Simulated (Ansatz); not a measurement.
A calculation on W5Ge3 (I4/mcm, No. 140, 16 atoms in the cell; start mp-1189576) returned lattice constant a 9.798 Å, lattice parameter c 4.999 Å, equilibrium volume per atom 14.99 Å³/atom, formation enthalpy 0.201 eV/atom.

### Question
Which level of theory produced these numbers?
A) PBEsol (Ansatz (an electronic-structure program))
B) PBE-D3(BJ) (Ansatz)
C) LDA (Ansatz)
D) r²SCAN+rVV10 (Ansatz)

### Answer
D, r²SCAN+rVV10 (Ansatz)

The others give: PBE-D3(BJ) 9.800 Å, 5.005 Å, 15.02 Å³/atom, 0.128 eV/atom; LDA 9.728 Å, 4.965 Å, 14.68 Å³/atom, 0.120 eV/atom; PBEsol 9.787 Å, 5.000 Å, 14.97 Å³/atom, 0.128 eV/atom.

Unless a cell is named, each level is at its own relaxed cell (LDA 14.68, PBE-D3(BJ) 15.02, PBEsol 14.97, r²SCAN+rVV10 14.99 Å³/atom).

Caveats: the relaxation could not lower the start's symmetry, so the cell can be a saddle point above a distorted one (PBE-D3(BJ), LDA, PBEsol, r²SCAN+rVV10). Ansatz's density-functional and Hartree–Fock values are scalar-relativistic unless marked +SOC, with PAW data made under PBE.

A start named mp-… is a Materials Project structure, which need not be a measured phase.
